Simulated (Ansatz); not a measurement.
Name crystals whose Seebeck coefficient, p-type 1e19 cm⁻³ lies between 280 and 430 μV/K and whose electron conductivity mass lies between 0.152 and 0.24 mₑ, by PBEsol with spin-orbit coupling, rigid bands (Ansatz, a first-principles code).

Many crystals can fit; among those computed here:
- AgI (F-43m): 303 μV/K, 0.159 mₑ
- MgTe (P6_3mc): 356 μV/K, 0.173 mₑ
- SnO2 (P4_2/mnm): 346 μV/K, 0.190 mₑ
- Na2Te (Fm-3m): 427 μV/K, 0.22 mₑ
- ZnS (F-43m): 383 μV/K, 0.179 mₑ

Masses are for dilute carriers at 300 K, harmonic means over directions unless an axis is named. Seebeck coefficients are for the stated density at 300 K, with one relaxation time for all states and whether or not that doping can be reached.

Formula and space group known from diffraction (Crystallography Open Database), not checked to be the room-temperature form: Na2Te (Fm-3m).
